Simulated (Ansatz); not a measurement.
Consider PtS2 in the CdI2 type structure (space group P-3m1, No. 164; a = 3.5523 Å, c = 5.1280 Å; layered, stacked along the Cartesian z axis). Axes: x lies along a and z along c of the hexagonal cell.

Computed with r2SCAN+rVV10 (Ansatz, a program for electronic structure), no SOC.

Before the change:

Smallest direct gap: 1.05 eV

One thing is altered: uniaxial strain ε_zz = −1.70 %, all other strain components held at zero, atoms relaxed at fixed cell.

**Question.** How does this affect the smallest direct gap?

**Answer.** The smallest direct gap drops by 0.06 eV (1.05 eV → 0.99 eV).

**Question.** What happens to the energy relative to the base?

**Answer.** The energy goes up by 0.4 meV/atom.

With Pt present, leaving out spin-orbit coupling can change the band edges. Stability against distortions was not tested.
